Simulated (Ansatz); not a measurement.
Consider MoS$_{2}$ in the 2H-MoS2 type structure (space group P6_3/mmc, No. 194; a = 3.173 Å, c = 12.437 Å; layered, stacked along the Cartesian z axis). Axes: x lies along a and z along c of the hexagonal cell.

Computed with r2SCAN+rVV10 (Ansatz, an electronic-structure program, PAW, no SOC).

Base values:

```
Quantity                        Result
-----------------------------  -------
Shortest interatomic distance  2.403 Å
```

One thing is altered: tensile biaxial strain of 0.52 % in the plane normal to [001], as in epitaxy on a mismatched substrate; the out-of-plane cell vector and the atoms relax.

Problem. What happens to the shortest interatomic distance and in-plane stress?

Solution. The shortest interatomic distance rises by 0.004 Å to 2.407 Å; the mean in-plane stress (compression positive) amounts to -1.5 GPa.

Stability against distortions was not tested.
